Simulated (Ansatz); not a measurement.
The reference is PbO (space group P4/nmm, No. 129; a = 4.034 Å, c = 4.994 Å; layered, stacked along the Cartesian z axis). Axes: x, y, z lie along a, b, c of the conventional cell.

Computed with plane-wave PAW DFT at the PBE-D3(BJ) level (Ansatz, a quantum-chemistry and plane-wave program, 420 eV), no spin-orbit coupling.

Base values:

| Property | Value |
|---|---|
| Volume per atom | 20.32 Å³ |
| Pressure | 0.01 GPa |

Now apply this change: tensile biaxial strain of 2.40 % in the plane normal to [001], as in epitaxy on a mismatched substrate; the out-of-plane cell vector and the atoms relax.

Question: What does the calculation give for the volume per atom and pressure after the change?

Answer: The volume per atom increases by 0.21 Å³ to 20.53 Å³; the pressure (mean of the normal stresses, compression positive) drops by 1.52 GPa (0.01 GPa → -1.51 GPa).

Stability against distortions was not tested. The program warned that a D3 coordination switch lies within reach, so dispersion energies are less smooth here.
